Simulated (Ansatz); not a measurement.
Consider NbAs (space group I4_1md, No. 109).

```
NbAs
1.0
   -1.72903     1.72903     5.88217
    1.72903    -1.72903     5.88217
    1.72903     1.72903    -5.88217
Nb As
2 2
Direct
  0.99911   0.99911   0.00000
  0.74911   0.24911   0.50000
  0.41689   0.41689   0.00000
  0.16689   0.66689   0.50000
```

Level of theory: plane-wave PAW DFT at the r2SCAN level (Ansatz, a program for electronic structure, 500 eV), no spin-orbit coupling.

Before the change:

```
Property               Result
-------------------  --------
Lattice parameter a  345.8 pm
c/a ratio               3.402
```

One thing is altered: full substitution Nb → Ta, then cell and atoms are relaxed.

Task: What happens to the lattice parameter a?

Result: The lattice parameter a drops by 1.6 pm, from 345.8 pm to 344.2 pm.

Task: What does the calculation give for the c/a ratio after the change?

Result: The c/a ratio stays essentially unchanged (3.402 against 3.403).

No phonon test of stability was made. The final runs are not spin-polarised.
